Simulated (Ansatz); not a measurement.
Take Al$_{2}$Au (space group Fm-3m, No. 225; a = 6.0611 Å; relaxed with 0.1 eV smearing) as the base. Axes: x, y, z lie along the cube axes.

Calculations: PBE (Ansatz, an electronic-structure program; PAW; 420 eV plane waves; no spin-orbit coupling).

Now apply this change: the cell is scaled by 0.9750 in all directions; the atoms relax in the strained cell.

Q: Predict the stress tensor and what it implies for the stiffness.

A: Stress of the strained cell less that of the base (GPa, compression positive):
```
    9.6     0.0     0.0
    0.0     9.6     0.0
    0.0     0.0     9.6
```

Then B = −ΔP/(ΔV/V₀) with ΔV/V₀ = -0.0731 gives secant stiffness values (nonlinear terms included at this strain): B ≈ 131 GPa.

As a check, the harmonic strain energy −½ V₀ Δσ:ε is 41 meV/atom; the computed energy rise is 38 meV/atom.

Whether these cells are dynamically stable was not tested.
